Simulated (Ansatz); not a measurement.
Levels about the gap of amorphous Sn12Te12O36 (60 atoms in a cell of 1178 Å³, 4.98 g/cm³; zone centre alone, so wide bands show as single levels with stretches between that a denser mesh fills), at the geometry that PBE relaxed, where it gives 0.1 GPa on a denser mesh. The participation number counts the atoms over which a state spreads; weights are charges in smoothed Voronoi cells. The levels come from a single point, so bond lengths are those of that geometry. Method of the levels: PBE, scalar-relativistic without spin-orbit coupling (Ansatz, a quantum-chemistry and plane-wave program). Sampling: the zone centre alone; Fermi-Dirac width 0.02 eV; no spin polarisation.

It comes from a melt-quench run on a machine-learned potential (CHGNet), relaxed afterwards by DFT. O atoms were pushed apart under 1.9 Å during the dynamics, to hinder bonds among them. The hot cell started wider than the set density and was brought back towards it in steps. It is the lowest in DFT energy of 2 quenches. It is a model cell: composition and starting density were chosen by hand, and all elements were melted together. No dispersion term was used. Its density started from a set value of 5.50 and ended at 4.98 g/cm³. The simulated quench (nominally 190 K/ps over its main leg) is rapid and tends to freeze in more defects than a deposited or slowly cooled glass has. Values belong to this one cell and scatter from quench to quench. The volume was free in the relaxation, at fixed shape. On a 2×2×2 Γ-centred mesh force components of up to 0.20 eV/Å stay, since the relaxation ran on the zone centre alone.

```tsv
E - E(highest filled), eV	filling	participation number	largest on	weight O	weight Te	weight Sn
-0.85	filled	17.7	O, 2 neighbours	0.65	0.16	0.19
-0.60	filled	18.5	Te, 2 neighbours	0.47	0.28	0.26
-0.57	filled	20.8	Te, 2 neighbours	0.48	0.25	0.27
-0.44	filled	6.8	Te, 2 neighbours	0.31	0.64	0.05
-0.35	filled	14.3	Sn, 3 neighbours	0.48	0.16	0.36
-0.30	filled	6.9	Te, 2 neighbours	0.33	0.55	0.12
0.00	filled	11.3	Sn, 4 neighbours	0.46	0.19	0.34
1.39	empty	17.0	Te, 3 neighbours	0.40	0.40	0.20
1.43	empty	15.7	Te, 2 neighbours	0.35	0.46	0.19
1.79	empty	19.4	Te, 4 neighbours	0.37	0.49	0.14
1.86	empty	13.9	Te, 2 neighbours	0.39	0.52	0.09
1.96	empty	22.0	Te, 2 neighbours	0.44	0.40	0.16
2.18	empty	24.4	Te, 4 neighbours	0.42	0.42	0.15
2.23	empty	36.1	Sn, 3 neighbours	0.47	0.26	0.27
```

Most localised among these is the filled level at -0.44 eV, on a Te atom, which has 2 neighbours (O 2.02 Å, Sn 2.95 Å).
